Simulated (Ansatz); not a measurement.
Abridged Ansatz (a program for electronic structure) output:

```
Pseudopotential: Ga, paw, valence charge 13
Pseudopotential: O, paw, valence charge 6
Crystal: 10 atoms, lattice volume = 105.596 Å³
Basis set: ecut = 420 eV, 2045 PW (Γ), exchange–correlation on 90×90×80 points (8 copies of the dense FFT grid, shifted against one another)
Bands: 54, of which v1, the nominal top of the filled ones, is band 44 counted from 1 (43 counted from 0)
Symmetry: 4 space group operations
k-points: 204 of 726
Functional: x = pbesol(κ = 0.804, μ = 0.12345679012345678), c = pbesol(β = 0.046)
SCF iter   1: F=—  HF=-18341.890653 eV  |F-HF|=—  |Δ(HF+E_count)|=         —  Δρ=1.64e-2  dr2=2.19e-1  ethr=1.77e-3  ⟨swp⟩=6.0  Hψ=40667  notcnv=0  defer=81
SCF iter   2: F=—  HF=-18341.827180 eV  |F-HF|=—  |Δ(HF+E_count)|=   6.35e-2  Δρ=2.12e-3  dr2=2.63e-3  ethr=2.49e-4  ⟨swp⟩=2.0  Hψ=16939  notcnv=0  defer=789
SCF 1 converged in 10 iterations: F = -18341.827388 eV  dr2 = 3.69e-10
SCF converged after 10 iterations
Free energy (F): -18341.827388 eV
Internal energy: -18341.827388 eV  (E = F + TS)
E sigma→0 (E₀):  -18341.827388 eV
Fermi energy:    9.156426 eV
--- Forces (eV/Å), atoms counted from 1 ---
  atom   1  Ga    -0.00033265     0.00000000    -0.00014954
  atom   2  Ga     0.00033265    -0.00000000     0.00014954
  atom   3  Ga     0.00013293     0.00000000    -0.00002382
  atom   4  Ga    -0.00013293    -0.00000000     0.00002382
  atom   5  O      0.00010801    -0.00000000     0.00010652
  atom   6  O     -0.00010801     0.00000000    -0.00010652
  atom   7  O     -0.00010303     0.00000000    -0.00002176
  atom   8  O      0.00010303    -0.00000000     0.00002176
  atom   9  O     -0.00039835     0.00000000    -0.00009342
  atom  10  O      0.00039835    -0.00000000     0.00009342
--- Stress (GPa, compression-positive) ---
        0.001375       0.000000       0.001070
        0.000000      -0.002654      -0.000000
        0.001070      -0.000000      -0.000779
  P = ⅓ Tr σ = -0.0007 GPa (-0.007 kbar)
```

What was computed, and what are the main results?

Ga2O3, 10 atoms in the cell, with PBEsol in Ansatz (plane waves to 420 eV, PAW, no SOC). The last SCF converged to F = -18341.827388 eV, or -1834.1827 eV per atom, at a pressure of 0.00 GPa. The total energy compares only with runs of the same code, potentials and settings.

Whether these cells are dynamically stable was not tested. The cell is Ga2O3 (space group C2/m, No. 12).
